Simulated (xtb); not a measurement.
xtb 6.7.1, GFN2-xTB: Fc1c(F)c(-c2ccc[se]2)c(F)c(F)c1-c1ccc[se]1, 26 atoms. The geometry is a generated start, not checked to be a minimum at this level.

| Quantity | Value |
|---|---|
| method | GFN2-xTB |
| --acc | 1 (default) |
| --etemp (K) | 300 (default) |
| detailed input (--input) | none: ANC optimiser, Lindh (1995) Hessian, microcycle=20, maxdispl=1.0, hlow=0.01 (default) |
| basis functions | 98 |
| valence electrons | 102 |

```xyz
26

F     -1.8112    -0.6366     2.0084
C     -0.9165    -0.3405     1.0335
C      0.4402    -0.5451     1.2042
F      0.9276    -1.0557     2.3681
C      1.3166    -0.2285     0.1821
C      2.7527    -0.4343     0.3390
C      3.6729    -0.9800    -0.5040
C      4.9488    -1.0831    -0.1841
C      5.4362    -0.6505     1.0136
Se     4.0178    -0.0058     1.8655
C      0.9012     0.2938    -1.0297
F      1.7408     0.6068    -2.0330
C     -0.4599     0.4882    -1.1733
F     -0.9110     1.0053    -2.3630
C     -1.3588     0.1803    -0.1678
C     -2.8129     0.4107    -0.3787
C     -3.6638     0.9765     0.4892
C     -4.9583     1.1367     0.1983
C     -5.4531     0.7249    -1.0011
Se    -3.8318    -0.0308    -1.9135
H      3.2907    -1.3491    -1.5114
H      5.6974    -1.5438    -0.9083
H      6.4705    -0.6930     1.3664
H     -3.2647     1.3259     1.4965
H     -5.6675     1.6145     0.9360
H     -6.5039     0.8134    -1.3330
```

The structure is relaxed from this start with --opt LEVEL for the levels crude, sloppy, loose, lax, normal, tight, vtight, extreme, once each. Up to the end of the extreme run atoms move by at most 0.80 Å along an axis.

What is the loosest level that ends within 1 meV of the extreme run, and how many cycles does it take?

lax: 22 cycles against 36, ending 0.22 meV above.

```json
[
 {"level": "crude", "cycles": "12", "energy above the extreme run (meV)": "17", "gradient norm (eV/Å)": "0.46"},
 {"level": "sloppy", "cycles": "18", "energy above the extreme run (meV)": "2.3", "gradient norm (eV/Å)": "0.14"},
 {"level": "loose", "cycles": "19", "energy above the extreme run (meV)": "1.6", "gradient norm (eV/Å)": "0.16"},
 {"level": "lax", "cycles": "22", "energy above the extreme run (meV)": "0.22", "gradient norm (eV/Å)": "0.061"},
 {"level": "normal", "cycles": "23", "energy above the extreme run (meV)": "0.17", "gradient norm (eV/Å)": "0.039"},
 {"level": "tight", "cycles": "24", "energy above the extreme run (meV)": "0.14", "gradient norm (eV/Å)": "0.025"},
 {"level": "vtight", "cycles": "33", "energy above the extreme run (meV)": "under 0.01", "gradient norm (eV/Å)": "0.0072"},
 {"level": "extreme", "cycles": "36", "energy above the extreme run (meV)": "—", "gradient norm (eV/Å)": "0.0016"}
]
```
